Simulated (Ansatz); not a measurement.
Take CaWO₄ (space group I4_1/a, No. 88) as the base.

Space group I4₁/a, origin choice 1 (No. 88); a = b = 5.2234 Å, c = 11.2516 Å, α = β = γ = 90.00°

```tsv
atom	site	symmetry	x	y	z
Ca	4b	-4..	0.0000	0.0000	0.5000
W	4a	-4..	0.0000	0.0000	0.0000
O	16f	1	0.2416	0.1557	0.0870
```
(The calculation used a cell of 12 atoms; values per cell refer to that cell.)

Computed with Ansatz (a program for electronic structure) PBEsol, no SOC.

Before the change:

| Item | Value |
|---|---|
| Band gap | 4.09 eV |
| Gap character | direct at Γ |
| Volume per atom | 12.79 Å³ |

One thing is altered: cell and atoms relaxed at a pressure of 30 GPa.

Predict the new band gap.

The band gap decreases by 0.31 eV to 3.78 eV.

How does this affect the gap character?

The gap character changes from direct at Γ to indirect, M–S (67 % along) → R.

Predict the new volume per atom.

The volume per atom drops by 2.535 Å³ (12.79 Å³ → 10.26 Å³).

With W present, leaving out spin-orbit coupling can change the band edges. Load acts through the strain it causes; cell and atoms are relaxed under it. Whether these cells are dynamically stable was not tested. No other phases were tried under pressure.
